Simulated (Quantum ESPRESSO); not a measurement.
Worked example: self-consistent single point of Be4NiGe (F-43m, 6 atoms in the cell) in Quantum ESPRESSO.

Method: PBEsol, PSlibrary ultrasoft (PBE) pseudopotentials (plane waves; Quantum ESPRESSO 7.5).

```yaml
crystal:
  lattice:
    - [0.00000, 3.06591, 3.06591]
    - [3.06591, 0.00000, 3.06591]
    - [3.06591, 3.06591, 0.00000]
  atoms:
    - { symbol: Be, position: [0.37674, 0.37674, 0.37674] }
    - { symbol: Be, position: [0.86978, 0.37674, 0.37674] }
    - { symbol: Be, position: [0.37674, 0.37674, 0.86978] }
    - { symbol: Be, position: [0.37674, 0.86978, 0.37674] }
    - { symbol: Ni, position: [0.75000, 0.75000, 0.75000] }
    - { symbol: Ge, position: [0.00000, 0.00000, 0.00000] }
```

Reference input (self-consistent single point, DFT, LDA (PZ), plane waves, PSlibrary ultrasoft (LDA) pseudopotentials): ecutwfc = 50 Ry; ecutrho = 300 Ry; occupations = smearing; smearing = fd; degauss = 0.0036749 Ry; K_POINTS = automatic 12 12 12 0 0 0; conv_thr = 1e-10 Ry. This run's input differs from it in these lines:

```diff
@@ -16,2 +16,3 @@
  degauss = 0.0036749
+ input_dft = 'pbesol'
 /
@@ -21,5 +22,5 @@
 ATOMIC_SPECIES
-Be     9.0122  Be.pz-n-rrkjus_psl.1.0.0.UPF
-Ni    58.6934  Ni.pz-n-rrkjus_psl.1.0.0.UPF
-Ge    72.6300  Ge.pz-n-rrkjus_psl.1.0.0.UPF
+Be     9.0122  Be.pbe-n-rrkjus_psl.1.0.0.UPF
+Ni    58.6934  Ni.pbe-n-rrkjus_psl.1.0.0.UPF
+Ge    72.6300  Ge.pbe-n-rrkjus_psl.1.0.0.UPF
 ATOMIC_POSITIONS crystal
```

The program printed (abridged):

```
     Self-consistent Calculation

     iteration #  1     ecut=    50.00 Ry     beta= 0.70

     total energy              =    -122.43665708 Ry
     estimated scf accuracy    <       0.22421787 Ry

     iteration #  2     ecut=    50.00 Ry     beta= 0.70

     total energy              =    -122.00609548 Ry
     estimated scf accuracy    <       6.82042477 Ry

     iteration #  3     ecut=    50.00 Ry     beta= 0.70

     total energy              =    -122.58453095 Ry
     estimated scf accuracy    <       0.07722945 Ry

   [... 14 blocks of this kind left out ...]

     iteration # 18     ecut=    50.00 Ry     beta= 0.70

     total energy              =    -122.59791286 Ry
     estimated scf accuracy    <          6.4E-10 Ry

     iteration # 19     ecut=    50.00 Ry     beta= 0.70
     End of self-consistent calculation

     the Fermi energy is    10.0476 ev

!    total energy              =    -122.59791286 Ry
     estimated scf accuracy    <          1.0E-10 Ry
     smearing contrib. (-TS)   =      -0.00152023 Ry
     internal energy E=F+TS    =    -122.59639263 Ry

     convergence has been achieved in  19 iterations

     Forces acting on atoms (cartesian axes, Ry/au):

     atom    1 type  1   force =    -0.00045452   -0.00045452   -0.00045452
     atom    2 type  1   force =    -0.00045452    0.00045452    0.00045452
     atom    3 type  1   force =     0.00045452    0.00045452   -0.00045452
     atom    4 type  1   force =     0.00045452   -0.00045452    0.00045452
     atom    5 type  2   force =     0.00000000    0.00000000    0.00000000
     atom    6 type  3   force =     0.00000000    0.00000000    0.00000000

     Total force =     0.001575     Total SCF correction =     0.000001

          total   stress  (Ry/bohr**3)                   (kbar)     P=      -39.73
  -0.00027009  -0.00000000  -0.00000000          -39.73       -0.00       -0.00
  -0.00000000  -0.00027009  -0.00000000           -0.00      -39.73       -0.00
  -0.00000000  -0.00000000  -0.00027009           -0.00       -0.00      -39.73

   JOB DONE.
```

The run converged in 19 iterations. Against the reference run the pressure goes from -7.52 to -3.97 GPa and the largest force goes from 0.007 to 0.020 eV/Å. The full log also holds: “c_bands:  2 eigenvalues not converged”.

The starting cell comes from a database of computed structures (which also holds hypothetical and non-ambient phases and stackings), without a prior relaxation at this level. Spin polarisation is off. With a pressure of about -4 GPa the cell is away from its equilibrium volume at this level.

Cost on one core of a shared machine: roughly 2 min.
